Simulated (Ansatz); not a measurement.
# Bulk modulus B0 of Ta2GeN (model structure, started from the MAX type, P6₃/mmc, No. 194, 8 atoms in the cell) at several levels of theory

No measured value is used here.

```
level (code)     value (GPa)  cell (Å³/atom)
---------------  -----------  --------------
LDA (Ansatz)             244           13.43
PBE (Ansatz)             213           14.14
PBEsol (Ansatz)          232           13.71
r²SCAN (Ansatz)          226           13.93
```

Density-functional levels without +SOC have no spin–orbit coupling. LDA, PBE, PBEsol, r²SCAN: the bulk modulus is −V dP/dV from two relaxed cells at ±2 % in volume. Each level is taken at its own relaxed cell. Cutoffs differ between the levels. Ansatz's density-functional and Hartree–Fock values are scalar-relativistic unless marked +SOC, with PAW data made under PBE.

A model structure was made by putting elements into a prototype or built by hand; it is no filed structure, need not be a known phase, and can be a saddle point held by its symmetry.

Ansatz is a quantum-chemistry and plane-wave program.
